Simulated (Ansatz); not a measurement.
Worked example: self-consistent single point of Na3BrO (P4mm, 5 atoms in the cell) in Ansatz (a program for electronic structure)

Computed with PBEsol, default PAW files made with PBE (plane waves; Ansatz).

Input as run:

Ansatz 0.2 input:
```yaml
crystal:
  lattice:
    - [4.510464, 0.000000, 0.000000]
    - [0.000000, 4.510464, 0.000000]
    - [0.000000, 0.000000, 4.510464]
  atoms:
    - { symbol: Na, position: [0.011085, 0.500000, 0.500000] }
    - { symbol: Na, position: [0.500000, 0.000000, 0.500000] }
    - { symbol: Na, position: [0.500000, 0.500000, 0.000000] }
    - { symbol: Br, position: [0.000000, 0.000000, 0.000000] }
    - { symbol: O, position: [0.500000, 0.500000, 0.500000] }
basis:
  ecutwfc: 420.0 eV
kpoints:
  mp_grid:
    grid: [5, 5, 5]
hamiltonian:
  xc: pbesol
  pseudopotentials:
    kind: paw
scf:
  occupations:
    method: fermi_dirac
    width: 0.02 eV
output:
  forces: true
  eigenvalues: true
  stress: true
```

The program printed (abridged):

```
WARN ansatz: RAYON_NUM_THREADS=1 ignored (pool sized by the plan → 1); use --threads N
Pseudopotentials: kind: paw
Pseudopotential: Na, paw, valence charge 9
Pseudopotential: Br, paw, valence charge 7
Pseudopotential: O, paw, valence charge 6
Crystal: 5 atoms, lattice volume = 91.762 Å³
Basis set: ecut = 420 eV, 1791 PW (Γ), exchange–correlation on 64×64×64 points (8 copies of the dense FFT grid, shifted against one another)
Bands: 25, of which v1, the nominal top of the filled ones, is band 20 counted from 1 (19 counted from 0)
Symmetry: 8 space group operations
Space group: P4mm (ITA 99), of the structure as read, at distance tolerance 4.5e-5 Å
k-points: 18 of 125 (time reversal used)
PAW frozen core: Na, regenerated for the run's functional, and the local potential with it
PAW frozen core: Br, regenerated for the run's functional, and the local potential with it
PAW frozen core: O, regenerated for the run's functional, and the local potential with it
Initial density: superposition of atomic densities (neutral atoms: chi_scale 0, normalization atom), corrected by the library's trained network
Initial wavefunctions: pseudopotential atomic-orbital guess
Eigensolver: davidson
Functional: x = pbesol(κ = 0.804, μ = 0.12345679012345678), c = pbesol(β = 0.046)
SCF iter   1: F=—  HF=-7729.295629 eV  |F-HF|=—  |Δ(HF+E_count)|=         —  Δρ=6.58e-3  dr2=2.97e-2  ethr=1.77e-3  ⟨swp⟩=6.5  Hψ=1931  notcnv=0
all-band conjugate gradients solve this SCF's bands
preconditioner: auto → Resta (q_TF=auto, 2.376 Å⁻¹)
SCF iter   2: F=—  HF=-7729.287223 eV  |F-HF|=—  |Δ(HF+E_count)|=   8.41e-3  Δρ=1.83e-3  dr2=3.48e-3  ethr=7.42e-5  ⟨swp⟩=2.0  Hψ=784  notcnv=0  defer=16
SCF iter   3: F=—  HF=-7729.286376 eV  |F-HF|=—  |Δ(HF+E_count)|=   8.47e-4  Δρ=3.78e-4  dr2=1.59e-4  ethr=8.71e-6  ⟨swp⟩=2.0  Hψ=608  notcnv=0  defer=18
SCF iter   4: F=—  HF=-7729.286359 eV  |F-HF|=—  |Δ(HF+E_count)|=   1.72e-5  Δρ=1.25e-4  dr2=1.99e-5  ethr=3.98e-7  ⟨swp⟩=1.6  Hψ=483  notcnv=0  defer=18
SCF iter   5: F=—  HF=-7729.285806 eV  |F-HF|=—  |Δ(HF+E_count)|=   5.53e-4  Δρ=3.14e-5  dr2=6.80e-7  ethr=4.98e-8  ⟨swp⟩=2.0  Hψ=633  notcnv=0  defer=18
SCF iter   6: F=-7729.285806 eV  HF=-7729.285806 eV  |F-HF|=2.16e-8  |Δ(HF+E_count)|=   2.23e-8  Δρ=1.02e-5  dr2=7.56e-8  ethr=2.50e-10  ⟨swp⟩=8.9  Hψ=2161  notcnv=0
SCF 1 converged in 6 iterations: F = -7729.285806 eV  dr2 = 7.56e-8
SCF converged after 6 iterations
Free energy (F): -7729.285806 eV
Harris-Foulkes:  -7729.285806 eV  (|F-HF|=2.16e-8)
Internal energy: -7729.285806 eV  (E = F + TS)
E sigma→0 (E₀):  -7729.285806 eV
Fermi energy:    4.707627 eV
--- Per-component energies (eV) ---
  E_band       = -625.241902
  E_kinetic    = 672.660896
  E_local      = -4461.851121  (includes V_loc(G=0)·N_el)
  E_nonlocal   = 467.293149
  E_hartree    = 1604.618338
  E_xc         = -452.033879
  E_vxc        = -349.553141  (∫ρ·V_xc dr)
  E_paw        = -3114.791086  (= ΣΔE_a)
  E_vpaw       = -163.026499  (= ΣTr[D̂ρ^β])
  E_aug_tail   = 0.002422  (compensation charges beyond the density's cutoff)
  E_ewald      = -2445.476164
  E_core_change = 0.291640  (= ΣΔE_core)
  E_smearing   = -0.000000  (= −TS)
  E_closure    = 0.000000  (closes the sum)
  Σ components = -7729.285806   (vs F -7729.285806, Δ=0.00e0)
--- Forces (eV/Å), atoms counted from 1 ---
  atom   1  Na    -0.32038094     0.00000000     0.00000000
  atom   2  Na     0.04969431     0.00000000     0.00000000
  atom   3  Na     0.04969431    -0.00000000     0.00000000
  atom   4  Br     0.01256076    -0.00000000     0.00000000
  atom   5  O      0.20840281     0.00000000     0.00000000
  max |Σ_I F_I| component: 2.88e-5 eV/Å
--- Stress (GPa, compression-positive) ---
        0.875616       0.000000       0.000000
        0.000000       0.758041       0.000000
        0.000000       0.000000       0.758041
  P = ⅓ Tr σ = 0.7972 GPa (7.972 kbar)
  The stress holds the Pulay correction. Without it, at fixed plane waves, as pw.x and ABINIT print it: P = 0.6514 GPa
--- Band table (eV; the first three rows and the last of 18) ---
  k-point 0: bands = ["-46.1884", "-46.1719", "-46.1688", "-18.3756", "-18.3741", "-18.3741", "-18.3362", "-18.3339", "-18.3339", "-18.1303", "-18.1303", "-18.1280", "-11.1004", "-10.6275", "0.9625", "0.9628", "0.9628", "3.6934", "3.6934", "3.6969", [...]
  k-point 1: bands = ["-46.1869", "-46.1731", "-46.1691", "-18.3722", "-18.3701", "-18.3689", "-18.3389", "-18.3363", "-18.3341", "-18.1478", "-18.1328", "-18.1283", "-11.0529", "-10.6177", "0.6351", "1.0037", "1.0040", "3.3328", "3.6341", "3.6378", [...]
  k-point 2: bands = ["-46.1831", "-46.1765", "-46.1693", "-18.3666", "-18.3594", "-18.3569", "-18.3455", "-18.3437", "-18.3351", "-18.1743", "-18.1369", "-18.1320", "-10.9707", "-10.6067", "0.1890", "1.0747", "1.0751", "2.9387", "3.5325", "3.5362", [...]
  k-point 17: bands = ["-46.1783", "-46.1771", "-46.1733", "-18.3987", "-18.3957", "-18.3947", "-18.3329", "-18.3032", "-18.3011", "-18.2998", "-18.0897", "-18.0870", "-10.8892", "-10.4243", "0.3941", "0.4657", "0.4661", "3.0626", "3.0649", [...]
```

The run converged in 6 iterations.

The starting cell comes from a database of computed structures (which also holds hypothetical and non-ambient phases and stackings), without a prior relaxation at this level. Its lattice was rescaled by up to half a per cent. One atom was moved a little off its site on purpose. Ansatz's pressure includes its estimate of the finite-basis (Pulay) stress.
